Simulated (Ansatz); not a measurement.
**CdSe under a change: Se → Rh**

Take CdSe in the wurtzite structure (space group P6_3mc, No. 186; a = 4.340 Å, c = 7.078 Å) as the base.

Modification: every Se is replaced by Rh; the structure is relaxed again.

All numbers come from r2SCAN (Ansatz, an electronic-structure program), no spin-orbit coupling. Settings: 12×12×9 k-points, 0.05 eV Fermi–Dirac smearing, for the changed cell.

The space group goes from P6_3mc (No. 186) to P6_3/mmc (No. 194) and the shortest interatomic distance drops by 0.0456 Å to 2.610 Å. The band gap goes from 1.11 eV to zero.

Final structure:

```xyz
4
Lattice="4.5198 0.0000 0.0000 -2.2599 3.9143 0.0000 0.0000 0.0000 5.2787" Properties=species:S:1:pos:R:3 pbc="T T T"
Cd     2.2599     1.3048     1.3197
Cd     0.0000     2.6095     3.9590
Rh     2.2599     1.3048     3.9590
Rh     0.0000     2.6095     1.3197
```

Whether these cells are dynamically stable was not tested. As relaxed here, CdRh is a hypothetical phase, not in the database extracts checked. The final runs are not spin-polarised. CdRh has a high density of states at the Fermi level and may be magnetic at this level.
